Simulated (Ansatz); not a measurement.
Reference: NbSi$_{2}$ (P6_222), PBEsol, DFPT electron-phonon coupling, linearised Boltzmann equation (plane waves, PAW, scalar-relativistic; Ansatz, a first-principles code); geometry: relaxed with this functional, without spin-orbit coupling.

```
CELL_PARAMETERS angstrom
      4.77063     0.00000     0.00000
     -2.38531     4.13149     0.00000
      0.00000     0.00000     6.56794
ATOMIC_POSITIONS crystal
  Nb 0.00000 0.50000 0.16667
  Nb 0.50000 0.00000 0.50000
  Nb 0.50000 0.50000 0.83333
  Si 0.84050 0.68101 0.50000
  Si 0.15950 0.84050 0.83333
  Si 0.31899 0.15950 0.16667
  Si 0.15950 0.31899 0.50000
  Si 0.84050 0.15950 0.83333
  Si 0.68101 0.84050 0.16667
```

- resistivity at 300 K = 34 μΩ·cm
- electron-phonon coupling λ = 0.36
- logarithmic mean phonon energy = 28 meV

### Question
Swap Nb for V, keeping the structure type. How do these values move?

### Answer
VSi2 (P6_222): volume per atom 14.4 to 12.4 Å³; resistivity at 300 K rises (34 μΩ·cm to 50 μΩ·cm); electron-phonon coupling λ stays about the same (0.36 to 0.37); logarithmic mean phonon energy rises (28 meV to 34 meV).

Moves up to 16 % count as about the same. Metals; harmonic phonons alone scatter; means over directions. Halving the electron mesh moves these values by up to 11 %; q meshes are mostly untested. Some of the runs warned that the eigensolver left states short of its tolerance. Spin-orbit coupling is left out.

Treated as nonmagnetic (a ferromagnetic start lost its moment, other orders weren't tried): VSi2 (P6_222).
